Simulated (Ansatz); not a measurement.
**Ag interstitial (beta tin host)**

Method: PBE, PAW (plane waves to 420 eV; Ansatz, a first-principles code). Details: 32-site cell; 5×5×3 Γ-centred k-points; start: void with 5Sn nearest; no spin–orbit coupling; energies good to tenths of an eV; the relaxation kept the symmetry of the starting site; relaxed from one start, so a lower configuration may exist.

Neighbours after relaxation, in Å: of the Ag atom: Sn 2.73, Sn 2.73, Sn 2.74, Sn 2.80, Sn 2.80, Sn 3.12, Sn 3.12.

Formation energies E_f are those of the neutral cell. Chemical conditions: host crystal and elements as references (Δμ(Ag) = 0.00 eV; Ag taken from its element, since no compound that bounds it was computed at this level; only phases computed here count, gases as isolated molecules at 0 K). Reference phases: Ag: fcc Ag.

The name describes the start; the neighbours show where the atoms ended.

```
charge         moment (μB)  largest move off a lattice site (Å)  E_f, host crystal and elements as references (eV)
------  ------------------  -----------------------------------  -------------------------------------------------
0       not spin-polarised                                 0.51                                               0.80
```
